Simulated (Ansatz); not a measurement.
Consider the following.

End structure of the (0001) surface of alpha quartz in its 1x1 cell (cut with top plane Si, bottom plane Si), relaxed from an ideal cut (the real face may reconstruct), outermost plane spacing 0.71 Å in the ideal cut (one of several cuts of this face), with 1 Si a cell over the bulk's ratio:

```xyz
19
Lattice="5.0211 0.0000 0.0000 -2.5106 4.3484 0.0000 0.0000 0.0000 27.5000" Properties=species:S:1:pos:R:3 pbc="T T T"
Si     1.2706     1.7966     8.2526
O     -0.2428     1.8777     8.9247
O      2.2324     2.4975     9.4338
Si    -1.3056     2.3020    10.0949
O     -0.8256     3.7034    10.7769
O      3.6313     1.1290    11.2266
Si     2.6487     0.0256    11.9128
O      1.0791     3.2507    12.6145
O      1.7016     0.7135    13.0446
Si     1.2075     2.0914    13.7500
O     -0.2329     1.8304    14.4554
O      2.2757     2.5599    14.8855
Si    -1.3022     2.3066    15.5872
O     -0.8379     3.7093    16.2734
O      3.6200     1.1367    16.7231
Si     2.6464     0.0203    17.4051
O      1.0467     3.1820    18.0662
O      1.7475     0.7286    18.5753
Si     0.9206     1.9987    19.2474
```

Slab: 19 atoms, O12Si7, 11.0 Å thick at the start; k 4x4x1, smearing 0.025 eV, dipole-corrected; single point; on the structure that PBE left under its start's symmetry; no spin, no spin-orbit, no U.

Question: What is the computed highest filled level below the top vacuum level (HSE06, at the PBE geometry (Ansatz, an electronic-structure program))?

Answer: 7.24 eV

Question: What is the computed gap of the slab on its k-mesh (HSE06, at the PBE geometry)?

Answer: 4.57 eV
